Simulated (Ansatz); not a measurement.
Ansatz (an electronic-structure program) run on NbHO₃ (P1, 20 atoms in the cell): self-consistent single point.

Computed with PBEsol, default PAW files made with PBE (plane waves; Ansatz).

```yaml
crystal:
  lattice:
    - [6.74508, 0.00000, 0.00000]
    - [-2.29698, 6.37770, 0.00000]
    - [-2.12323, -3.23655, 5.56687]
  atoms:
    - { symbol: Nb, position: [0.49905, 0.48802, 0.52019] }
    - { symbol: Nb, position: [0.01891, 0.50563, 0.04208] }
    - { symbol: Nb, position: [0.48220, 0.99891, 0.01352] }
    - { symbol: Nb, position: [0.99564, 0.02159, 0.50610] }
    - { symbol: H, position: [0.59944, 0.70037, 0.10707] }
    - { symbol: H, position: [0.40648, 0.29206, 0.89393] }
    - { symbol: H, position: [0.50374, 0.90010, 0.60192] }
    - { symbol: H, position: [0.89378, 0.60066, 0.47985] }
    - { symbol: O, position: [0.29664, 0.49818, 0.20220] }
    - { symbol: O, position: [0.69465, 0.50438, 0.78980] }
    - { symbol: O, position: [0.68830, 0.87630, 0.18208] }
    - { symbol: O, position: [0.30459, 0.11580, 0.80649] }
    - { symbol: O, position: [0.50385, 0.81108, 0.68855] }
    - { symbol: O, position: [0.49923, 0.21211, 0.29014] }
    - { symbol: O, position: [0.07898, 0.79090, 0.29153] }
    - { symbol: O, position: [0.90537, 0.19589, 0.69650] }
    - { symbol: O, position: [0.21086, 0.71552, 0.91180] }
    - { symbol: O, position: [0.78947, 0.28103, 0.07777] }
    - { symbol: O, position: [0.19643, 0.28655, 0.49018] }
    - { symbol: O, position: [0.82002, 0.70167, 0.51097] }
```

Reference input (self-consistent single point, DFT, PBEsol, plane waves, default PAW files made with PBE): basis.ecutwfc = 420 eV; kpoints.mp_grid.grid = 3 3 3; hamiltonian.xc = pbesol; hamiltonian.pseudopotentials = {kind: paw} (the program's default PAW files); scf.occupations.method = fixed. This run's input differs from it in these lines:

Ansatz 0.2 input:
```diff
@@ -32,2 +32,3 @@
     grid: [3, 3, 3]
+    shift: [0.0, 0.0, 0.5]
 hamiltonian:
```

Output, abridged:

```
SCF iter   1: F=—  HF=-24786.545242 eV  |F-HF|=—  |Δ(HF+E_count)|=         —  Δρ=1.76e-2  dr2=6.71e-1  ethr=1.77e-3  ⟨swp⟩=5.0  Hψ=3926  notcnv=0  defer=251
all-band conjugate gradients solve this SCF's bands
preconditioner: auto → Resta (q_TF=auto, 2.458 Å⁻¹)
SCF iter   2: F=—  HF=-24786.444478 eV  |F-HF|=—  |Δ(HF+E_count)|=   1.01e-1  Δρ=8.47e-3  dr2=1.78e-1  ethr=5.25e-4  ⟨swp⟩=2.0  Hψ=1884  notcnv=0  defer=251
   [... lines left out ...]
SCF iter   8: F=—  HF=-24786.412719 eV  |F-HF|=—  |Δ(HF+E_count)|=   1.11e-5  Δρ=3.50e-5  dr2=3.57e-6  ethr=7.82e-9  ⟨swp⟩=2.0  Hψ=1466  notcnv=0  defer=214
SCF iter   9: F=—  HF=-24786.412722 eV  |F-HF|=—  |Δ(HF+E_count)|=   3.25e-6  Δρ=2.53e-5  dr2=1.60e-6  ethr=2.79e-9  ⟨swp⟩=2.0  Hψ=1576  notcnv=0  defer=214
SCF iter  10: F=—  HF=-24786.412722 eV  |F-HF|=—  |Δ(HF+E_count)|=   2.69e-7  Δρ=6.94e-6  dr2=1.41e-7  ethr=1.25e-9  ⟨swp⟩=2.0  Hψ=1526  notcnv=0  defer=214
SCF iter  11: F=-24786.412723 eV  HF=-24786.412723 eV  |F-HF|=1.03e-8  |Δ(HF+E_count)|=   1.97e-7  Δρ=5.19e-6  dr2=7.28e-8  ethr=7.81e-11  ⟨swp⟩=12.3  Hψ=5682  notcnv=0
SCF 1 converged in 11 iterations: F = -24786.412723 eV  dr2 = 7.28e-8
Free energy (F): -24786.412723 eV
Internal energy: -24786.412723 eV  (E = F + TS)
E sigma→0 (E₀):  -24786.412723 eV
Fermi energy:    4.892558 eV
--- Forces (eV/Å), atoms counted from 1 ---
  atom   1  Nb     0.16801123    -0.41087038     0.21612195
  atom   2  Nb     0.03351437    -0.25757740     0.50669967
  atom   3  Nb    -0.36640339    -0.13189898     0.11121851
  atom   4  Nb    -0.14312796     0.26003495     0.14319948
  atom   5  H     -0.05875613    -0.21037330    -0.06624494
  atom   6  H      0.09525662     0.17297263     0.03422730
  atom   7  H      0.02581125     0.15531290    -0.07771341
  atom   8  H      0.08510206    -0.00261555    -0.15506135
  atom   9  O     -0.54274327     0.05223930    -0.03136698
   [... lines left out ...]
  atom  20  O     -0.35539215     0.38257225     0.04621459
--- Stress (GPa, compression-positive) ---
       -8.423590      -0.372633       0.322289
       -0.372632      -8.378491      -0.223002
        0.322289      -0.223003      -7.889101
  P = ⅓ Tr σ = -8.2304 GPa (-82.304 kbar)
  The stress holds the Pulay correction. Without it, at fixed plane waves, as pw.x and ABINIT print it: P = -8.9140 GPa
```

The run converged in 11 iterations. Against the reference run the free energy hardly moves (within 1 meV/atom), the pressure stays at -8.23 GPa, the largest force moves little (0.731 to 0.730 eV/Å) and the gap on the mesh goes from 2.607 to 2.632 eV.

The starting cell comes from a database of computed structures (which also holds hypothetical and non-ambient phases and stackings), without a prior relaxation at this level. Ansatz's pressure includes its estimate of the finite-basis (Pulay) stress. Without the estimate this run gives -8.91 GPa. The shifted mesh does not hold Γ, so a gap read on it misses any band edge there.

Cost on one core of a shared machine: roughly 30 s.
